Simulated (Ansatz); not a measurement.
Take Mo5Si3 (space group I4/mcm, No. 140; a = 9.604 Å, c = 4.872 Å) as the base. Axes: x, y, z lie along a, b, c of the conventional cell.

All numbers come from PBEsol (Ansatz, a first-principles code, PAW, no spin-orbit coupling).

Base values:

The volume per atom comes out as 14.04 Å³ and the pressure is 0.0 GPa. The band gap is zero.

Now apply this change: biaxial strain −4.52 %, plane normal [001], relaxed out of plane (Cartesian); in-plane vectors clamped, the third vector and the atoms free.

Task: What does the calculation give for the volume per atom, pressure and band gap after the change?

Result: The volume per atom falls by 0.73 Å³, from 14.04 Å³ to 13.31 Å³; the pressure (mean of the normal stresses, compression positive) goes from zero to 18.7 GPa; the band gap stays zero.

A biaxial case was relaxed in a doubled cell and then solved in the primitive one. Stability against distortions was not tested. All final runs are without spin polarisation.
